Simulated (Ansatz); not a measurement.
BP (F-43m), Ansatz (a program for electronic structure) with r2SCAN with spin-orbit coupling, rigid bands: N_v = 2.33e19 cm⁻³ at 300 K and a hole conductivity mass of 0.398 mₑ.

### Question
For 1e17 holes per cm³ at 300 K, place the Fermi level, estimate the Seebeck coefficient of a parabolic band with constant τ, and give mobility and conductivity for τ = 5 fs.

### Answer
The level lies k_BT ln(N_v/p) = 0.141 eV above the valence-band maximum. S ≈ +(k_B/e)[ln(N_v/p) + 5/2] = 685 μV/K, against 710 μV/K from the full bands (mean over directions). μ = eτ/m = 22.1 cm²/(V·s) and σ = peμ = 0.354 S/cm. τ is assumed, not computed.

Band transport and this doping are assumed; polarons and phonon drag are left out.
